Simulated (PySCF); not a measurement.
PySCF 2.14.0, HF/def2-svp: Al(AsH2)(F)2 ([F][Al]([F])[AsH2]), 6 atoms. The geometry is a generated start, not checked to be a minimum at this level.

```
Item                                          Result
-------------------------------  -------------------
task                             energy and gradient
basis                                       def2-svp
mol.max_memory                               7000 MB
mf.init_guess                        minao (default)
mf.DIIS                              CDIIS (default)
mf.diis_space                            8 (default)
mf.conv_tol                          1e-09 (default)
basis functions (reference run)                   88
```

```xyz
6

Al     0.7687     0.4870     0.2159
As    -0.9421    -1.1464     0.4799
H     -0.7200    -1.4727    -0.9791
H     -1.9306    -0.0810     0.0654
F      0.4694     1.9953    -0.4047
F      2.3546     0.2178     0.6227
```
Charge 0, spin multiplicity 1.

The reference run uses exact four-centre integrals. Each setting ran once; only counts and results are compared.

Settings tried, all else as in the reference:
- density fitting, auxbasis = autoaux
- density fitting of J alone, exact K
- density fitting
- density fitting, auxbasis = def2-universal-jfit

### Question
Sort the settings: which keep to the reference within 1.0 meV/atom in energy, 10 meV/Å in forces (largest component), and which don't?

### Answer
Within it: density fitting of J alone, exact K; density fitting, auxbasis = autoaux. At the edge (between 0.75 and 1.33 times the tolerance): density fitting. Outside: density fitting, auxbasis = def2-universal-jfit.

```json
[
 {"setting": "density fitting of J alone, exact K", "energy against the reference": "−0.51 meV/atom", "difference in forces (largest component)": "3.9 meV/Å"},
 {"setting": "density fitting, auxbasis = autoaux", "energy against the reference": "+0.63 meV/atom", "difference in forces (largest component)": "2.7 meV/Å"},
 {"setting": "density fitting", "energy against the reference": "+0.97 meV/atom", "difference in forces (largest component)": "2.4 meV/Å"},
 {"setting": "density fitting, auxbasis = def2-universal-jfit", "energy against the reference": "+110000 meV/atom", "difference in forces (largest component)": "2000 meV/Å"}
]
```

Total energies are compared; such shifts often cancel in part in energy differences. def2-universal-jfit is made for Coulomb alone and misses functions that exchange needs. Also tried and not ranked: density fitting, auxbasis = def2-universal-jkfit (same energy as a listed run); COSX exchange (sgx_fit, pjs) with fitted J, mf.with_df.grids_level_i = 1, mf.with_df.grids_level_f = 1 (gradient came out as NaN); COSX exchange (sgx_fit, pjs) with fitted J, mf.with_df.grids_level_i = 1, mf.with_df.grids_level_f = 2 (default) (gradient came out as NaN); COSX exchange (sgx_fit, pjs) with fitted J, mf.with_df.grids_level_i = 1, mf.with_df.grids_level_f = 3 (gradient came out as NaN); COSX exchange (sgx_fit, pjs) with fitted J, mf.with_df.grids_level_i = 1, mf.with_df.grids_level_f = 4 (gradient came out as NaN). The tolerance is a choice made for this comparison.
